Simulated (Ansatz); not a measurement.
# Response to strain in Au

Start from Au in the fcc (Cu type) structure (space group Fm-3m, No. 225; relaxed with 0.1 eV smearing).

```yaml
crystal:
  lattice:
    - [0.00000, 2.02383, 2.02383]
    - [2.02383, 0.00000, 2.02383]
    - [2.02383, 2.02383, 0.00000]
  atoms:
    - { symbol: Au, position: [0.00000, 0.00000, 0.00000] }
```

Cartesian axes are those of the cell as printed.

Strains are applied to the cell and any free atomic positions relax; under biaxial strain the out-of-plane vector relaxes too.

All numbers come from DFT with LDA, PAW potentials and a 420 eV plane-wave cutoff in Ansatz (a program for electronic structure), no SOC.

Candidates:
(a) biaxial strain +1.00 %, plane normal [001], relaxed out of plane
(b) biaxial strain −2.00 %, plane normal [001], relaxed out of plane
(c) biaxial strain −1.00 %, plane normal [001], relaxed out of plane
(d) biaxial strain +0.50 %, plane normal [001], relaxed out of plane
(e) biaxial strain +3.00 %, plane normal [001], relaxed out of plane

Question: Order them by out-of-plane strain, highest first.

Answer: (b) biaxial strain −2.00 %, plane normal [001], relaxed out of plane (+3.44 %), (c) biaxial strain −1.00 %, plane normal [001], relaxed out of plane (+1.71 %), (d) biaxial strain +0.50 %, plane normal [001], relaxed out of plane (-0.85 %), (a) biaxial strain +1.00 %, plane normal [001], relaxed out of plane (-1.71 %), (e) biaxial strain +3.00 %, plane normal [001], relaxed out of plane (-5.28 %)

No phonon test of stability was made.
